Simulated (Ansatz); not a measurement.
The parent structure is LuAgTe₂ (space group R-3m, No. 166; a hypothetical phase, not in the database extracts checked).

```
CELL_PARAMETERS angstrom
      2.16046     1.24734     7.02425
     -2.16046     1.24734     7.02425
      0.00000    -2.49468     7.02425
ATOMIC_POSITIONS crystal
  Lu 0.00000 0.00000 0.00000
  Ag 0.50000 0.50000 0.50000
  Te 0.25081 0.25081 0.25081
  Te 0.74919 0.74919 0.74919
```

Level of theory: r2SCAN/PAW in Ansatz (a program for electronic structure), spin-orbit coupling left out.

Before the change:

```
Quantity                         Value
-----------------------------  -------
Band gap                       1.09 eV
Shortest interatomic distance  3.041 Å
```

The change: full substitution Lu → Y, then cell and atoms are relaxed.

Q: How does this affect the band gap and shortest interatomic distance?

A: The band gap grows by 0.09 eV to 1.18 eV; the shortest interatomic distance goes up by 0.030 Å, from 3.041 Å to 3.071 Å.

With Te present, leaving out spin-orbit coupling can change the band edges. No phonon test of stability was made. As relaxed here, YAgTe2 is a hypothetical phase, not in the database extracts checked.
